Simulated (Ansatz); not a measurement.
## bcc W (1 1 1) on wurtzite ZnO (0 0 1) (film strained to the substrate, started from cuts of the bulks and a machine-learned relaxation; slabs Zn42O42 and W40, which can lie off the formulas)

A periodic stack without vacuum, bcc W (1 1 1) on wurtzite ZnO (0 0 1) (film strained to the substrate, started from cuts of the bulks and a machine-learned relaxation; slabs Zn42O42 and W40, which can lie off the formulas): substrate slab Zn42O42, film W40, surface cells [[-2, 1], [-3, -2]] and [[2, -2], [2, 0]], film strained by -3.7 and -3.7 %, outermost planes Zn/O and W/W as cut, which need not be the usual terminations and can put a slab off its formula.

The start was prepared with a machine-learned potential, and the result is one local minimum, with the in-plane cell held and forces under 0.04 eV/Å; the film can end far from its bulk form.

Calculation: PBE (plane waves to 420 eV, PAW; Ansatz, a first-principles code). Scalar-relativistic, without spin–orbit coupling; the runs are not spin-polarised. Its k-point mesh 4×4×1, Fermi–Dirac width 0.05 eV.

* **interface area**: 65.2 Å²
* **period**: 26.66 Å
* **heights between the nearest atoms of the two slabs at the two interfaces**: 0.34 and 0.36 Å
* **W–Zn contacts across the interfaces within 1.22 times the sum of covalent radii**: 36, mean 2.94 Å
* **O–W contacts across the interfaces within 1.22 times the sum of covalent radii**: 11, mean 1.97 Å

```yaml
crystal:
  lattice:
    - [8.67627, 0.00015, 0.09292]
    - [4.33765, 7.51432, 0.07220]
    - [-0.27300, -2.86975, 26.64954]
  atoms:
    - { symbol: Zn, position: [0.67873, 0.75537, 0.02938] }
    - { symbol: Zn, position: [0.55332, 0.31363, 0.99938] }
    - { symbol: Zn, position: [0.84976, 0.21371, 0.03762] }
    - { symbol: Zn, position: [0.03854, 0.37283, 0.01822] }
    - { symbol: Zn, position: [0.44065, 0.12708, 0.03785] }
    - { symbol: Zn, position: [0.37199, 0.63335, 0.03681] }
    - { symbol: Zn, position: [0.00834, 0.81131, 0.02132] }
    - { symbol: Zn, position: [0.88955, 0.68090, 0.12304] }
    - { symbol: Zn, position: [0.60965, 0.53900, 0.12524] }
    - { symbol: Zn, position: [0.04011, 0.24727, 0.12493] }
    - { symbol: Zn, position: [0.29597, 0.41813, 0.12330] }
    - { symbol: Zn, position: [0.73059, 0.10203, 0.12507] }
    - { symbol: Zn, position: [0.43848, 0.96664, 0.12708] }
    - { symbol: Zn, position: [0.15795, 0.84825, 0.12627] }
    - { symbol: O, position: [0.64742, 0.73179, 0.10159] }
    - { symbol: O, position: [0.36339, 0.59868, 0.10735] }
    - { symbol: O, position: [0.79745, 0.28352, 0.10863] }
    - { symbol: O, position: [0.07292, 0.43277, 0.09628] }
    - { symbol: O, position: [0.48424, 0.16024, 0.10802] }
    - { symbol: O, position: [0.22171, 0.00511, 0.08872] }
    - { symbol: O, position: [0.93857, 0.86492, 0.09883] }
    - { symbol: O, position: [0.86804, 0.71243, 0.19864] }
    - { symbol: O, position: [0.58543, 0.57000, 0.20064] }
    - { symbol: O, position: [0.01480, 0.28194, 0.19993] }
    - { symbol: O, position: [0.29154, 0.43342, 0.19913] }
    - { symbol: O, position: [0.72131, 0.13901, 0.20041] }
    - { symbol: O, position: [0.43486, 0.99759, 0.20134] }
    - { symbol: O, position: [0.14930, 0.86221, 0.20089] }
    - { symbol: Zn, position: [0.62716, 0.76944, 0.22460] }
    - { symbol: Zn, position: [0.34043, 0.62854, 0.22275] }
    - { symbol: Zn, position: [0.76954, 0.33643, 0.22250] }
    - { symbol: Zn, position: [0.05233, 0.48569, 0.22397] }
    - { symbol: Zn, position: [0.47556, 0.20217, 0.22268] }
    - { symbol: Zn, position: [0.19422, 0.05749, 0.22722] }
    - { symbol: Zn, position: [0.90800, 0.91197, 0.22453] }
    - { symbol: Zn, position: [0.84418, 0.75817, 0.32450] }
    - { symbol: Zn, position: [0.55833, 0.61528, 0.32271] }
    - { symbol: Zn, position: [0.98434, 0.33314, 0.32240] }
    - { symbol: Zn, position: [0.27271, 0.47239, 0.32326] }
    - { symbol: Zn, position: [0.69902, 0.18884, 0.32283] }
    - { symbol: Zn, position: [0.41795, 0.04634, 0.32373] }
    - { symbol: Zn, position: [0.12928, 0.89782, 0.32244] }
    - { symbol: O, position: [0.61081, 0.79831, 0.30014] }
    - { symbol: O, position: [0.32557, 0.65306, 0.29870] }
    - { symbol: O, position: [0.75293, 0.36843, 0.29850] }
    - { symbol: O, position: [0.03854, 0.51340, 0.29922] }
    - { symbol: O, position: [0.46631, 0.22721, 0.29851] }
    - { symbol: O, position: [0.18197, 0.08355, 0.30187] }
    - { symbol: O, position: [0.89378, 0.94041, 0.29987] }
    - { symbol: O, position: [0.82972, 0.78454, 0.40035] }
    - { symbol: O, position: [0.54268, 0.64554, 0.39904] }
    - { symbol: O, position: [0.97193, 0.36008, 0.39750] }
    - { symbol: O, position: [0.25891, 0.49701, 0.39915] }
    - { symbol: O, position: [0.68607, 0.21790, 0.39884] }
    - { symbol: O, position: [0.40321, 0.07734, 0.39968] }
    - { symbol: O, position: [0.11459, 0.92331, 0.39781] }
    - { symbol: Zn, position: [0.58473, 0.84570, 0.42202] }
    - { symbol: Zn, position: [0.30113, 0.69586, 0.42163] }
    - { symbol: Zn, position: [0.73276, 0.41478, 0.42192] }
    - { symbol: Zn, position: [0.01759, 0.55431, 0.42412] }
    - { symbol: Zn, position: [0.44719, 0.27578, 0.42568] }
    - { symbol: Zn, position: [0.15774, 0.12507, 0.41715] }
    - { symbol: Zn, position: [0.87002, 0.98758, 0.42203] }
    - { symbol: Zn, position: [0.80396, 0.83115, 0.51951] }
    - { symbol: Zn, position: [0.52178, 0.68879, 0.51478] }
    - { symbol: Zn, position: [0.96069, 0.38803, 0.52368] }
    - { symbol: Zn, position: [0.22936, 0.54834, 0.52652] }
    - { symbol: Zn, position: [0.67503, 0.26585, 0.52623] }
    - { symbol: Zn, position: [0.36170, 0.12943, 0.51674] }
    - { symbol: Zn, position: [0.09048, 0.96826, 0.51701] }
    - { symbol: O, position: [0.56028, 0.88237, 0.49957] }
    - { symbol: O, position: [0.29215, 0.71498, 0.49809] }
    - { symbol: O, position: [0.72183, 0.44990, 0.49766] }
    - { symbol: O, position: [0.00358, 0.57980, 0.50019] }
    - { symbol: O, position: [0.43821, 0.30528, 0.50343] }
    - { symbol: O, position: [0.14015, 0.14439, 0.49116] }
    - { symbol: O, position: [0.85223, 0.01552, 0.49762] }
    - { symbol: O, position: [0.79228, 0.83342, 0.59146] }
    - { symbol: O, position: [0.48965, 0.75535, 0.62203] }
    - { symbol: O, position: [0.17243, 0.29921, 0.57561] }
    - { symbol: O, position: [0.19006, 0.58003, 0.61458] }
    - { symbol: O, position: [0.78297, 0.31678, 0.58800] }
    - { symbol: O, position: [0.49880, 0.22041, 0.62173] }
    - { symbol: O, position: [0.12928, 0.93777, 0.58757] }
    - { symbol: W, position: [0.10741, 0.20779, 0.69378] }
    - { symbol: W, position: [0.60157, 0.20810, 0.68867] }
    - { symbol: W, position: [0.11853, 0.69680, 0.68580] }
    - { symbol: W, position: [0.60191, 0.70502, 0.68667] }
    - { symbol: W, position: [0.78716, 0.85759, 0.65820] }
    - { symbol: W, position: [0.24156, 0.89380, 0.64438] }
    - { symbol: W, position: [0.78828, 0.35002, 0.65578] }
    - { symbol: W, position: [0.25278, 0.34788, 0.63486] }
    - { symbol: W, position: [0.26204, 0.89513, 0.75961] }
    - { symbol: W, position: [0.76289, 0.89606, 0.76198] }
    - { symbol: W, position: [0.26242, 0.39850, 0.75864] }
    - { symbol: W, position: [0.76099, 0.39969, 0.76193] }
    - { symbol: W, position: [0.93529, 0.55298, 0.72281] }
    - { symbol: W, position: [0.43790, 0.55129, 0.72640] }
    - { symbol: W, position: [0.93408, 0.04791, 0.72404] }
    - { symbol: W, position: [0.43575, 0.05035, 0.72660] }
    - { symbol: W, position: [0.41260, 0.59222, 0.83142] }
    - { symbol: W, position: [0.91669, 0.58979, 0.83305] }
    - { symbol: W, position: [0.41277, 0.09054, 0.83143] }
    - { symbol: W, position: [0.91754, 0.08933, 0.83234] }
    - { symbol: W, position: [0.08717, 0.24520, 0.79739] }
    - { symbol: W, position: [0.58950, 0.24391, 0.79642] }
    - { symbol: W, position: [0.08824, 0.74392, 0.79655] }
    - { symbol: W, position: [0.58952, 0.74372, 0.79702] }
    - { symbol: W, position: [0.56936, 0.28120, 0.89859] }
    - { symbol: W, position: [0.06961, 0.28132, 0.90467] }
    - { symbol: W, position: [0.56617, 0.78520, 0.90403] }
    - { symbol: W, position: [0.06978, 0.78462, 0.90433] }
    - { symbol: W, position: [0.24154, 0.93802, 0.86928] }
    - { symbol: W, position: [0.74197, 0.93655, 0.86835] }
    - { symbol: W, position: [0.24113, 0.43696, 0.86827] }
    - { symbol: W, position: [0.74172, 0.43775, 0.86876] }
    - { symbol: W, position: [0.71861, 0.97141, 0.96697] }
    - { symbol: W, position: [0.22309, 0.97719, 0.98585] }
    - { symbol: W, position: [0.72356, 0.47105, 0.96743] }
    - { symbol: W, position: [0.22731, 0.48073, 0.96747] }
    - { symbol: W, position: [0.39276, 0.64137, 0.94032] }
    - { symbol: W, position: [0.89676, 0.62939, 0.94262] }
    - { symbol: W, position: [0.38587, 0.13020, 0.94217] }
    - { symbol: W, position: [0.90536, 0.12267, 0.94211] }
```
